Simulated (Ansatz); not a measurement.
End structure of the (31-42) surface of hcp Be in its 1x1 cell, outermost plane spacing 0.17 Å in the ideal cut:

```yaml
crystal:
  lattice:
    - [5.29930, 0.00000, 0.00000]
    - [-0.49209, 5.74069, 0.00000]
    - [0.00000, 0.00000, 27.00000]
  atoms:
    - { symbol: Be, position: [0.45113, 0.84228, 0.30873] }
    - { symbol: Be, position: [0.04307, 0.77157, 0.31318] }
    - { symbol: Be, position: [0.20746, 0.10800, 0.32372] }
    - { symbol: Be, position: [0.80307, 0.04863, 0.33117] }
    - { symbol: Be, position: [0.96668, 0.40304, 0.34269] }
    - { symbol: Be, position: [0.55580, 0.32492, 0.34771] }
    - { symbol: Be, position: [0.71963, 0.69311, 0.35930] }
    - { symbol: Be, position: [0.30352, 0.61162, 0.36582] }
    - { symbol: Be, position: [0.47315, 0.97853, 0.38224] }
    - { symbol: Be, position: [0.06074, 0.90708, 0.38972] }
    - { symbol: Be, position: [0.22731, 0.26883, 0.39923] }
    - { symbol: Be, position: [0.81637, 0.19840, 0.40779] }
    - { symbol: Be, position: [0.98436, 0.55587, 0.41855] }
    - { symbol: Be, position: [0.57055, 0.48383, 0.42517] }
    - { symbol: Be, position: [0.73486, 0.84589, 0.43885] }
    - { symbol: Be, position: [0.32119, 0.77194, 0.44600] }
    - { symbol: Be, position: [0.48897, 0.13308, 0.45757] }
    - { symbol: Be, position: [0.07666, 0.06299, 0.46503] }
    - { symbol: Be, position: [0.24558, 0.42293, 0.47789] }
    - { symbol: Be, position: [0.82747, 0.35429, 0.48400] }
    - { symbol: Be, position: [0.99708, 0.71171, 0.49620] }
    - { symbol: Be, position: [0.58219, 0.64195, 0.50380] }
    - { symbol: Be, position: [0.75181, 0.99937, 0.51600] }
    - { symbol: Be, position: [0.33369, 0.93073, 0.52211] }
    - { symbol: Be, position: [0.50261, 0.29067, 0.53497] }
    - { symbol: Be, position: [0.09030, 0.22057, 0.54243] }
    - { symbol: Be, position: [0.25808, 0.58172, 0.55400] }
    - { symbol: Be, position: [0.84441, 0.50777, 0.56115] }
    - { symbol: Be, position: [0.00871, 0.86983, 0.57483] }
    - { symbol: Be, position: [0.59491, 0.79779, 0.58145] }
    - { symbol: Be, position: [0.76290, 0.15526, 0.59221] }
    - { symbol: Be, position: [0.35196, 0.08483, 0.60077] }
    - { symbol: Be, position: [0.51853, 0.44658, 0.61028] }
    - { symbol: Be, position: [0.10612, 0.37513, 0.61776] }
    - { symbol: Be, position: [0.27575, 0.74204, 0.63418] }
    - { symbol: Be, position: [0.85964, 0.66055, 0.64070] }
    - { symbol: Be, position: [0.02347, 0.02874, 0.65229] }
    - { symbol: Be, position: [0.61259, 0.95063, 0.65731] }
    - { symbol: Be, position: [0.77620, 0.30503, 0.66883] }
    - { symbol: Be, position: [0.37181, 0.24566, 0.67628] }
    - { symbol: Be, position: [0.53620, 0.58209, 0.68681] }
    - { symbol: Be, position: [0.12814, 0.51138, 0.69127] }
```

Set-up: 42 atoms, 10.6 Å thick at the start; mesh 7x7x1; 0.1 eV smearing; dipole correction on; single point; on the structure that PBE left under its start's symmetry; no spin, no spin-orbit, no U.

Q: Predict the surface energy (mean of both faces) from r2SCAN, at the PBE geometry (Ansatz, an electronic-structure program).

A: 2.25 J/m²

Q: Predict the work function of the top face from r2SCAN, at the PBE geometry.

A: 4.70 eV
